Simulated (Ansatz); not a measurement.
# BiVO4 (I4₁/a, No. 88, 12 atoms in the cell; start COD 9012062; high-temperature phase)

Computed with PBE (Ansatz, a quantum-chemistry and plane-wave program, plane waves, PAW).

Settings: plane-wave cutoff 520 eV, 10×10×10 k mesh, Fermi–Dirac smearing 0.01 eV, no spin polarisation, scalar-relativistic PAW data made under PBE.

Cell (relaxed at this level):

```cif
data_Bi4O16V4
_chemical_formula_sum 'Bi4 V4 O16'
_space_group_name_H-M_alt 'I41/a :1'
_space_group_IT_number 88
_space_group_name_Hall 'I 4bw -1bw'
_cell_length_a 5.16622
_cell_length_b 5.16622
_cell_length_c 11.78010
_cell_angle_alpha 90.000
_cell_angle_beta 90.000
_cell_angle_gamma 90.000
loop_
_space_group_symop_operation_xyz
  'x, y, z'
  '-y, x+1/2, z+1/4'
  '-x+1/2, -y+1/2, z+1/2'
  'y+1/2, -x, z+3/4'
  '-x, -y+1/2, -z+1/4'
  'y, -x, -z'
  'x+1/2, y, -z+3/4'
  '-y+1/2, x+1/2, -z+1/2'
  'x+1/2, y+1/2, z+1/2'
  '-y+1/2, x, z+3/4'
  '-x, -y, z'
  'y, -x+1/2, z+1/4'
  '-x+1/2, -y, -z+3/4'
  'y+1/2, -x+1/2, -z+1/2'
  'x, y+1/2, -z+1/4'
  '-y, x, -z'
loop_
_atom_site_label
_atom_site_type_symbol
_atom_site_symmetry_multiplicity
_atom_site_Wyckoff_symbol
_atom_site_fract_x
_atom_site_fract_y
_atom_site_fract_z
_atom_site_occupancy
Bi1 Bi 4 a 0.00000 0.00000 0.00000 1
V1 V 4 b 0.00000 0.00000 0.50000 1
O1 O 16 f 0.25086 0.13836 0.17192 1
```
(The calculation used a cell of 12 atoms; values per cell refer to that cell.)

bulk modulus B0: 122 GPa

Note: the bulk modulus is −V dP/dV from two relaxed cells at ±2 % in volume; the relaxation could not lower the start's symmetry, so the cell can be a saddle point above a distorted one.

Spin–orbit coupling is not included; it can shift volumes and moduli of such heavy elements.

Computed values are for the static lattice.
